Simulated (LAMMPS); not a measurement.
System: a free-standing liquid film of Ta, 2268 atoms, at 4440 K.

Method: classical MD, pair style eam/alloy, file CuTa.eam.alloy (LAMMPS).

surface tension: 1.21 ± 0.02 N/m
excess potential energy of the surface: 1.9 J/m²
number density in the middle: 0.0494 Å⁻³
cost: roughly 14 core-minutes

Potential: file CuTa.eam.alloy of the LAMMPS distribution; its header cites X. W. Zhou, R. A. Johnson,  H. N. G. Wadley, Phys. Rev. B, 69, 144113 (2004).

Uncertainties are statistical and leave out the potential's own error.

```tsv
z (Å)	number density (Å⁻³)
-27.76	0.0000
-26.76	0.0005
-25.75	0.0040
-24.75	0.0152
-23.75	0.0336
-22.75	0.0469
-21.75	0.0501
-20.75	0.0509
-19.75	0.0501
-18.75	0.0491
-17.75	0.0493
-16.75	0.0493
-15.75	0.0500
-14.75	0.0494
-13.75	0.0488
-12.75	0.0498
-11.75	0.0492
-10.75	0.0495
-9.750	0.0492
-8.750	0.0495
-7.750	0.0499
-6.750	0.0489
-5.750	0.0494
-4.750	0.0492
-3.750	0.0494
-2.750	0.0497
-1.750	0.0490
-0.7500	0.0497
0.2500	0.0492
1.250	0.0499
2.250	0.0496
3.250	0.0487
4.250	0.0499
5.250	0.0488
6.250	0.0503
7.250	0.0491
8.250	0.0495
9.250	0.0495
10.25	0.0496
11.25	0.0491
12.25	0.0493
13.25	0.0492
14.25	0.0498
15.25	0.0497
16.25	0.0488
17.25	0.0496
18.25	0.0493
19.25	0.0494
20.25	0.0509
21.25	0.0512
22.25	0.0469
23.25	0.0338
24.25	0.0147
25.25	0.0037
26.25	0.0004
27.26	0.0000
```
